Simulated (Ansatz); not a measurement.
N on the 1x1 (110) surface of zinc-blende GaAs (cut with top plane As + Ga), one in a 2x1 cell, started at the site 'bridge As-Ga (span 5.0 Å)'

Host crystal: zinc-blende GaAs, with a band gap (PBE, scalar-relativistic without spin-orbit coupling).

Method: PBE (plane waves to 420 eV, PAW; Ansatz, an electronic-structure program).

Slab: 21 atoms, 8.6 Å thick at the start under the adsorbate (thin: gaps and levels are the slab's own); k 3x4x1, smearing 0.01 eV, dipole-corrected; 8 atoms held, the rest relaxed; no symmetry held; spin-polarised, ending with about 1.0 μB a cell; orders that need a larger cell were not tried, no spin-orbit, no U, no dispersion correction. At the end it is bonded to As + Ga. In PBE this state lies 0.37 eV over the lowest of the starts that converged ('top As', where the adsorbate ended below the top plane of the host).

The energy of the end state, in which the adsorbate ended below the top plane of the host, against ½ N2(g) comes out as 54.5 kcal/mol, the change of the step from the bottom to the top vacuum level, against the clean slab is 0.10 eV and the energy released by relaxation comes out as 2.55 eV. The height of the binding atom over the mean of the host atoms within 0.3 Å of the top one is -0.732 Å. The magnetic moment of the cell is 1.00 μB, the largest move of a host atom is 0.54 Å and the note is in the relaxation the adsorbate left its starting site by 1.3 Å. The cost is roughly 40 core-minutes.

A negative adsorption energy means that the adsorbate is more stable on the surface than in its reference.
